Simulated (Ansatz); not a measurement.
Take NiSi₂ (space group Fm-3m, No. 225; a = 5.389 Å; not spin-polarised; relaxed with 0.1 eV smearing) as the base. Axes: x, y, z lie along the cube axes.

Computed with r2SCAN, PAW, 500 eV (Ansatz, an electronic-structure program; no spin-orbit coupling), earlier PAW set.

Before the change:

| Property | Result |
|---|---|
| Volume per atom | 13.04 Å³ |

Now apply this change: uniaxial stress, 1 GPa tension along z, with the cell and atoms free to relax against it.

Problem. Predict the new energy relative to the base and volume per atom.

Solution. The energy grows by 0.5 meV/atom; the volume per atom goes up by 0.03 Å³, from 13.04 Å³ to 13.07 Å³.

Load acts through the strain it causes; cell and atoms are relaxed under it. Stability under load was not tested beyond the relaxation. Starting moments died away, wholly or in part, for the base; another magnetic solution may exist. The final runs are not spin-polarised.
